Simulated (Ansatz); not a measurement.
Formation energy of the localised charge states of Al_Hf+V_O in monoclinic HfO2 (start: the Hf site; O(1) 2.05 Å away; 96-site cell, 2×2×2 shifted sampling) against the Fermi level, O-rich (Δμ(Hf) = -10.38 eV, Δμ(O) = 0.00 eV, Δμ(Al) = -7.45 eV, bounded by corundum; only phases computed here count, gases as isolated molecules at 0 K). Level of theory: PBE, PAW (plane waves to 420 eV; Ansatz, an electronic-structure program).

Charges with a result: +1, 0. Others weren't obtained, and one of them could lie lower, also by skipping a charge.

Cell and caveats: 96-site cell; 2×2×2 shifted k-points; host gap 4.04 eV; charged states image-corrected; no spin–orbit coupling; energies good to tenths of an eV; flagged in the runs: a host whose relaxation on this sampling wasn't shown to rest, a strain field that reaches the edge of the cell.

```tsv
E_F − E_VBM (eV)	q = +1	q = 0
0.00	1.72	4.90
0.50	2.22	4.90
1.01	2.73	4.90
1.51	3.23	4.90
2.02	3.74	4.90
2.52	4.24	4.90
3.03	4.75	4.90
3.53	5.25	4.90
4.04	5.76	4.90
```

Crossings of the lowest lines: (+1/0) at 3.18 eV.
